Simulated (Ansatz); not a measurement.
This concerns the energy of the reaction as written. Reaction: cell B → cell A. The sign is products less reactants.

Cell A: a sheet of composition Cu, 1 atom, square cell of 2.35 Å (5.5 Å²), symmetry P4/mmm, 0.0 Å thick under 16 Å of vacuum, in-plane vectors relaxed; planes from bottom to top: Cu; a model cell; spin state with PBE: run without spin, k-point mesh 26×26×1.
```yaml
crystal:
  lattice:
    - [2.35296, 0.00000, 0.00000]
    - [0.00000, 2.35296, 0.00000]
    - [0.00000, 0.00000, 16.00000]
  atoms:
    - { symbol: Cu, position: [0.00000, 0.00000, 0.50000] }
```

Cell B: a sheet of composition Cu, 1 atom, hexagonal cell of 2.43 Å (5.1 Å²), symmetry P6/mmm, 0.0 Å thick under 16 Å of vacuum, in-plane vectors relaxed; planes from bottom to top: Cu; a model cell; spin state with PBE: run without spin, k-point mesh 30×30×1.
```
Cu
1.0
    2.42865     0.00000     0.00000
   -1.21433     2.10328     0.00000
    0.00000     0.00000    16.00000
Cu
1
Direct
  0.00000   0.00000   0.50000
```

Computed with Ansatz (plane waves, PAW), its PAW set soft_1, cutoff 420 eV, 500 eV for r2SCAN. The structures are at rest with PBE; other levels are single points on them. Neutral cells; Fermi-Dirac smearing of at most 0.10 eV in the solids, energies taken to zero width. The lattices are those relaxed with PBE, so at other levels the solids can be strained, which adds to the spread. A dispersion term (D3(BJ), or D4 for r2SCAN) was computed beside these levels and is taken off wherever the name lacks it. Static lattices, no vibrational contributions. The cells' k-point meshes differ in density, so the last digit is unsettled. Cell A has symmetry P4/mmm and got no random move, so less symmetric positions, which may lie lower, weren't tried. Cell B has symmetry P6/mmm and got no random move, so less symmetric positions, which may lie lower, weren't tried.

### Question
Estimate the value that r2SCAN returns for this input.

### Answer
0.35 eV, for cell B → cell A.

### Question
List the value at the remaining levels and say how far they part.

### Answer
```
Method  value (eV)  less r2SCAN
------  ----------  -----------
PBE           0.32        -0.03
```

The levels span only 0.03 eV, too little to tell them apart.

Ansatz is a first-principles code.
